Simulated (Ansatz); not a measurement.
Candidate structures of Nb₂O₅, relaxed level by level: Nb2O5 (C2, No. 5, 7 atoms in the cell; start mp-10426); Nb2O5 (C2/m, No. 12, 7 atoms in the cell; start mp-1595); Nb2O5 (P2₁/m, No. 11, 14 atoms in the cell; start mp-1101660); Nb2O5 (model structure, Pmmn, No. 59, 14 atoms in the cell). Levels: r²SCAN (plane waves, PAW; Ansatz, a first-principles code), r²SCAN+rVV10 in Ansatz (PAW).

Q: Which structure has the lowest energy at each level, and how far above it lie the others?

A: Lowest: r²SCAN, Nb2O5 (C2/m, No. 12, 7 atoms in the cell; start mp-1595) (within 10 meV/atom of Nb2O5 (model structure, Pmmn, No. 59, 14 atoms in the cell), too close to call); r²SCAN+rVV10, Nb2O5 (C2/m, No. 12, 7 atoms in the cell; start mp-1595) (within 10 meV/atom of Nb2O5 (model structure, Pmmn, No. 59, 14 atoms in the cell), too close to call). Energies above the lowest of these candidates, meV/atom:

| structure | r²SCAN | r²SCAN+rVV10 |
|---|---|---|
| Nb2O5 (C2/m, No. 12, 7 atoms in the cell; start mp-1595) | 0 | 0 |
| Nb2O5 (model structure, Pmmn, No. 59, 14 atoms in the cell) | 1 | 1 |
| Nb2O5 (P2₁/m, No. 11, 14 atoms in the cell; start mp-1101660) | 53 | 39 |
| Nb2O5 (C2, No. 5, 7 atoms in the cell; start mp-10426) | 346 | 315 |

Static-lattice energies; unlike cells have unlike k meshes, which leaves some meV/atom of uncertainty, and other structures than these can lie lower.

Note: the relaxation could not lower the start's symmetry, so the cell can be a saddle point above a distorted one.

A model structure was made by putting elements into a prototype or built by hand; it is no filed structure, need not be a known phase, and can be a saddle point held by its symmetry.

A start named mp-… is a Materials Project structure, which need not be a measured phase.
